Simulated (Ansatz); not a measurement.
Start from MgB2 (space group P6/mmm, No. 191; a = 3.064 Å, c = 3.498 Å; relaxed with 0.1 eV smearing). Axes: x lies along a and z along c of the hexagonal cell.

Structures relaxed with plane-wave PAW DFT at the PBEsol level (Ansatz, a first-principles code, 420 eV), no SOC.

Base:

Simulated powder pattern, Cu Kα1, λ = 1.54056 Å (kinematic, ideal powder, no thermal factors, no anomalous dispersion; the 8 strongest lines at most, above 2 %, up to 2θ = 90°):

```json
[
 {"2θ (°)": "25.44", "I/Imax (%)": "3.5", "hkl": "(001)"},
 {"2θ (°)": "33.75", "I/Imax (%)": "27", "hkl": "(100)"},
 {"2θ (°)": "42.74", "I/Imax (%)": "100", "hkl": "(101)"},
 {"2θ (°)": "52.27", "I/Imax (%)": "13", "hkl": "(002)"},
 {"2θ (°)": "60.37", "I/Imax (%)": "24", "hkl": "(110)"},
 {"2θ (°)": "63.67", "I/Imax (%)": "9.4", "hkl": "(102)"},
 {"2θ (°)": "76.77", "I/Imax (%)": "15", "hkl": "(201)"},
 {"2θ (°)": "83.89", "I/Imax (%)": "18", "hkl": "(112)"}
]
```

After one change:

Simulated powder pattern, Cu Kα1, λ = 1.54056 Å (kinematic, ideal powder, no thermal factors, no anomalous dispersion; the 8 strongest lines at most, above 2 %, up to 2θ = 90°):

| 2θ (°) | I/Imax (%) |
|---|---|
| 25.19 | 3.5 |
| 33.75 | 27 |
| 42.58 | 100 |
| 51.71 | 13 |
| 60.37 | 24 |
| 63.18 | 9.5 |
| 76.66 | 15 |
| 83.45 | 18 |

**Question.** Name the change that was made.
A. uniaxial strain ε_zz = −1.00 %
B. uniaxial strain ε_zz = −1.50 %
C. uniaxial strain ε_zz = +1.00 %
D. uniaxial strain ε_zz = +2.50 %

**Answer.** C, uniaxial strain ε_zz = +1.00 %. Its volume per atom is 9.57 Å³ against 9.48 Å³, and its space group is P6/mmm (No. 191).

Whether these cells are dynamically stable was not tested. The final runs are not spin-polarised.
